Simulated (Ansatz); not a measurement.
Take K in the bcc (W type) structure (space group Im-3m, No. 229; a = 5.3441 Å) as the base. Axes: x, y, z lie along the cube axes.

Calculations: r2SCAN/PAW in Ansatz (a first-principles code), no spin-orbit coupling.

Perturbation: a free-standing slab of 7 layers (7 atoms, 1 a layer) is cut normal to [110], with 15 Å of vacuum and the in-plane cell held at bulk.

Question: What happens to the excess energy per area of both faces?

Answer: The excess energy per area of both faces (slab less bulk energy over the cell's area: twice a surface energy) is 0.22 J/m² (uncertain by up to 0.06 J/m²).

Question: Predict the new change of the spacing d23 from its bulk value of 3.779 Å.

Answer: The change of the spacing d23 from its bulk value of 3.779 Å is +0.3 %.

Question: Estimate the effect on the change of the spacing d12 from its bulk value of 3.779 Å.

Answer: The change of the spacing d12 from its bulk value of 3.779 Å amounts to -2.3 %.

Slab and bulk use different k-meshes, which limits the precision of the excess energy. No phonon test of stability was made.
